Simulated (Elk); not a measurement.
Input and output of a self-consistent single point for CdSe (R3m, 2 atoms in the cell) (Elk).

Method: LDA (PW92), all-electron FP-LAPW, Elk's shipped species files, APW+lo basis with extra local orbitals in Elk.

```xyz
2
Lattice="0.0000 3.0401 3.0401 3.0401 0.0000 3.0401 3.0401 3.0401 0.0000" Properties=species:S:1:pos:R:3 pbc="T T T"
Cd     0.0289     0.0289     0.0289
Se     1.5201     1.5201     1.5201
```

Reference input (self-consistent single point, DFT, LDA (PW92), all-electron FP-LAPW, Elk's shipped species files, APW+lo basis with extra local orbitals): xctype = 3; rgkmax = 8; stype = 3; swidth = 0.000367493 Ha; ngridk = 3 3 3; gmaxvr = 16 1/bohr; nxlo = 2; lorbcnd = true; rmtscf = 0.92; lmaxi = 3. This run's input differs from it in these lines:

```diff
@@ -18,4 +18,4 @@
 
-rmtscf
-  0.92
+mrmtav
+  1
```

The program printed (abridged):

```
│ Self-consistent loop started │
│ Loop number : 1 │
 total energy                :     -8023.91247510
│ Loop number : 2 │
 total energy                :     -8023.91280979
RMS change in Kohn-Sham potential (target) :   0.1148883433     (  0.1000000000E-05)
Absolute change in total energy (target)   :   0.3346902786E-03 (  0.1000000000E-03)
│ Loop number : 3 │
 total energy                :     -8023.62894447
RMS change in Kohn-Sham potential (target) :   0.1048055810     (  0.1000000000E-05)
Absolute change in total energy (target)   :   0.2837816484     (  0.1000000000E-03)
│ Loop number : 4 │
   [... lines left out ...]
Absolute change in total energy (target)   :    32.21397202     (  0.1000000000E-03)
│ Loop number : 198 │
 total energy                :     -8019.39727429
RMS change in Kohn-Sham potential (target) :   0.3781010591E-01 (  0.1000000000E-05)
Absolute change in total energy (target)   :    25.54365073     (  0.1000000000E-03)
│ Loop number : 199 │
 total energy                :     -8019.51742743
RMS change in Kohn-Sham potential (target) :   0.4579277283E-01 (  0.1000000000E-05)
Absolute change in total energy (target)   :    6.265759537     (  0.1000000000E-03)
│ Loop number : 200 │
Reached self-consistent loops maximum

Energies :
 Fermi                       :     0.123531608135
 total energy                :     -8018.78058512

Density of states at Fermi energy :   0.2077414727E-02
 (states/Hartree/unit cell)

Estimated indirect band gap :   0.9204237468E-02
 from k-point      1 to k-point      1
Estimated direct band gap   :   0.9204237468E-02
 at k-point      1

Charges :
 core                        :    48.00000000
 valence                     :    34.00000000
 interstitial                :    3.160919483
 muffin-tins (core leakage)
  species :    1 (Cd)
   atom    1                 :    46.37576432     (  0.5109490251E-03)
  species :    2 (Se)
   atom    1                 :    32.46331620     (  0.7347583172E-04)
 total in muffin-tins        :    78.83908052
 total calculated charge     :    81.99010030
 total charge                :    82.00000000
 error                       :   0.9899703690E-02

│ Self-consistent loop stopped │
```

The run ended unconverged after 200 iterations. 

The starting cell has typed, rounded lattice constants, without a prior relaxation at this level. Its lattice was rescaled by up to half a per cent. One atom was moved a little off its site on purpose. Values depend on the basis (sphere radii, cutoffs, local orbitals), which need not be converged.

Cost on one core of a shared machine: roughly 3 min.
